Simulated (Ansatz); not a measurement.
# A computed series for Al2O3: response to strain

The parent structure is Al₂O₃ in the corundum structure (space group R-3c, No. 167; a = 4.7738 Å, c = 13.0147 Å (hexagonal axes)). Axes: x lies along a and z along c of the hexagonal cell.

Strains are applied to the cell and any free atomic positions relax; under biaxial strain the out-of-plane vector relaxes too.

Computed with plane-wave PAW DFT at the PBEsol level (Ansatz, a first-principles code, 420 eV), spin-orbit coupling left out.

```json
[
 {"biaxial strain, plane normal [001], relaxed out of plane (%)": "-3", "out-of-plane strain (%)": "1.55"},
 {"biaxial strain, plane normal [001], relaxed out of plane (%)": "-2.25", "out-of-plane strain (%)": "1.16"},
 {"biaxial strain, plane normal [001], relaxed out of plane (%)": "-1.5", "out-of-plane strain (%)": "0.76"},
 {"biaxial strain, plane normal [001], relaxed out of plane (%)": "-0.75", "out-of-plane strain (%)": "?"},
 {"biaxial strain, plane normal [001], relaxed out of plane (%)": "0", "out-of-plane strain (%)": "0.00"}
]
```

Problem. Fit ε⊥ = −νε + γε² (strains in %) to the rows shown and predict the withheld row.

Solution. Least squares on the printed values gives ν = 0.50 (the biaxial Poisson response) and γ = 0.005 (largest residual 0.01 %); this predicts 0.38 %, and the run gives 0.38 %, in agreement.

Whether these cells are dynamically stable was not tested.
